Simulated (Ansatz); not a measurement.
# Point defects in BeS

Consider a 24-atom supercell of BeS in the zinc blende structure (space group F-43m, No. 216; a = 4.876 Å) at its relaxed geometry.

One neutral defect a cell, atoms relaxed at fixed cell.

Method: PBE, PAW, 420 eV (Ansatz, a quantum-chemistry and plane-wave program; scalar-relativistic without spin-orbit coupling).

```csv
change,gap of the supercell,pressure,total moment of the cell
perfect supercell,3.15 eV,0.0 GPa,–
"Be on a S site (antisite), symmetric start",zero,0.5 GPa,1.1 μB
Be vacancy,zero,0.2 GPa,1.9 μB
Li interstitial (started 1.99 Å from the nearest host atom),zero,2.0 GPa,0.0 μB
"H interstitial (started 2.11 Å from the nearest host atom), symmetric start",0.76 eV,0.9 GPa,1.0 μB
S on a Be site (antisite),0.60 eV,4.2 GPa,0.0 μB
```

Other magnetic orders, which the real material may have, were not ruled out. In so small a cell the defect repeats every few ångströms: this is an ordered compound, not a dilute defect. A case with no gap was solved on a k-mesh chosen for an insulator, which is coarse for it. Defects with a symmetric start kept the site's symmetry and may sit on a saddle; the others started slightly shaken. Seeded moments were not kept for Li interstitial (started 1.99 Å from the nearest host atom) and S on a Be site (antisite). Where the two band edges lie in opposite spin channels, the gap is a spin-flip gap.
